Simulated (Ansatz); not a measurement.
The starting structures come from a database of crystals and need not be the phases stable at ambient conditions.

 Where the default PAW files enter, the runs use the earlier of Ansatz's two default sets.

The decay constant κ of evanescent states in the gap governs leakage through a thin film.

Consider the following.

```
BaTiO3
1.0
    9.03016     0.00000     0.00000
   -3.63985     8.26409     0.00000
   -0.01544     3.93672     0.87953
Ba Ti O
1 1 3
Cartesian
  5.38955   8.26459   0.00037
  2.61496   6.14768   0.47494
  2.73993   7.99325   0.84225
  4.60075   1.92557   0.42684
 -1.75084   6.06844   0.37813
```

Space group of this cell: R3m. The cell is taken as given; by r2SCAN its mean pressure is -1.8 GPa.

Transport runs along the normal of the first two printed cell vectors, the (111) plane of the conventional cell.

The gap is the functional's own. No spin-orbit coupling. Mid-gap values are interpolated on the energy grid.

Estimate the band gap and the smallest decay constant κ at mid-gap that Ansatz (a program for electronic structure) with r2SCAN returns for this system.

Gap 2.76 eV on a 32×32×32 mesh; κ = 0.340 1/Å, at (0.000, 0.250) of the in-plane reciprocal vectors. At the zone centre, at the nearest computed energy, the slowest state has κ = 0.35 1/Å.
